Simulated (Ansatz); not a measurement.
This Ansatz (a quantum-chemistry and plane-wave program) input is the reference run, RbBr in the rock salt structure (space group Fm-3m, No. 225), computed with PBEsol in Ansatz (plane waves to 420 eV, PAW, scalar-relativistic without spin-orbit coupling):

Ansatz 0.2 input:
```yaml
crystal:
  lattice:
    - [0, 3.4216394708, 3.4216394708]
    - [3.4216394708, 0, 3.4216394708]
    - [3.4216394708, 3.4216394708, 0]
  atoms:
    - { symbol: Rb, position: [0, 0, 0] }
    - { symbol: Br, position: [0.5, 0.5, 0.5] }
basis: { ecutwfc: 420, ecutrho_ratio: 4, xc_grid: 2, fft_grid_basis: typed }
kpoints: { mp_grid: { grid: [8, 8, 8] } }
hamiltonian:
  xc: pbesol
  dispersion: none
  pseudopotentials: { kind: paw }
scf: { occupations: { method: fermi_dirac, width: 0.05 }, convergence: { dr2_threshold: 0.0000000002 } }
output: { forces: true, stress: true }
checkpoint: { write: state.ck, write_every: 1000 }
```

### Question
Write the input for this change: the cell is scaled by 1.0200 in all directions; the atoms relax in the strained cell.

### Answer
Ansatz 0.2 input:
```yaml
crystal:
  lattice:
    - [0, 3.4900722602, 3.4900722602]
    - [3.4900722602, 0, 3.4900722602]
    - [3.4900722602, 3.4900722602, 0]
  atoms:
    - { symbol: Rb, position: [0, 0, 0] }
    - { symbol: Br, position: [0.5, 0.5, 0.5] }
basis: { ecutwfc: 420, ecutrho_ratio: 4, xc_grid: 2, fft_grid_basis: typed }
kpoints: { mp_grid: { grid: [8, 8, 8] } }
hamiltonian:
  xc: pbesol
  dispersion: none
  pseudopotentials: { kind: paw }
scf: { occupations: { method: fermi_dirac, width: 0.05 }, convergence: { dr2_threshold: 0.0000000002 } }
relax: { f_tol: 0.005, max_steps: 50 }
output: { forces: true, stress: true }
checkpoint: { write: state.ck, write_every: 1000 }
```
This is the input that was run.

Stability against distortions was not tested.
